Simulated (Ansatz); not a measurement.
**Amorphous In24O38Hf**

Preparation: random packing, a CHGNet melt and quench, and a DFT relaxation. O atoms were pushed apart under 1.9 Å during the dynamics, to hinder bonds among them. The hot cell started wider than the set density and was brought back towards it in steps. It is the lowest in DFT energy of 2 quenches. It is a model cell: composition and starting density were chosen by hand, and all elements were melted together. No dispersion term was used.

Methods: PBE, scalar-relativistic without spin-orbit coupling (Ansatz, a first-principles code); r2SCAN, scalar-relativistic without spin-orbit coupling (Ansatz); HSE06, scalar-relativistic without spin-orbit coupling (Ansatz). Geometry, pressure, stress and energy are those of the PBE run. Its sampling: a 2×2×2 Γ-centred mesh; Fermi-Dirac width 0.02 eV; no spin polarisation. Other functionals are single points at the zone centre (r2SCAN at 500 eV; exact exchange cut at the cell's faces), free to take moments where seeds were set. At PBE the levels at the filled edge of the gap are localised (band-tail or defect states).

The number of atoms in the cell is 63, the density (held, not predicted) is 6.62 g/cm³ and the volume per atom comes out as 14.11 Å³. The pressure on a 2×2×2 Γ-centred mesh is -0.59 GPa. The largest force and stress component on that mesh (the relaxation ran on the zone centre alone) comes out as 0.10 eV/Å and 0.7 GPa and the level gap on a 2×2×2 Γ-centred mesh (PBE) is 0.59 eV. The level gap at the zone centre (PBE) comes out as 0.64 eV and the level gap at the zone centre (r2SCAN) is 1.07 eV. The level gap at the zone centre (HSE06) is 2.01 eV.

Cut-offs for bonds: In-In 3.12 Å, In-O 2.62 Å, In-Hf 3.23 Å, O-O 1.58 Å, O-Hf 2.65 Å, Hf-Hf 3.34 Å. Two cations that share two anions don't count as bonded, nor two that share one unless they lie closer than In-In 3.04 Å, In-Hf 3.15 Å, Hf-Hf 3.25 Å.

```
Property                                                           Value
---------------------------------  -------------------------------------
Mean coordination of In by anions            5.46 (13 with 5, 11 with 6)
Mean coordination of O                       3.58 (16 with 3, 22 with 4)
Mean coordination of Hf by anions                        5.00 (1 with 5)
Mean In-O bond                     2.215 Å (spread 0.109 Å, 131 counted)
Mean O-Hf bond                       2.035 Å (spread 0.059 Å, 5 counted)
```

Its density started from a set value of 6.62 g/cm³. The simulated quench (nominally 220 K/ps over its main leg) is rapid and tends to freeze in more defects than a deposited or slowly cooled glass has. One small periodic cell is one sample of the glass; other quenches scatter about these values. The volume was held where the preparation left it and the shape relaxed, at a PBE pressure of -0.6 GPa (tension). Stress components on the final sampling reach 0.7 GPa.
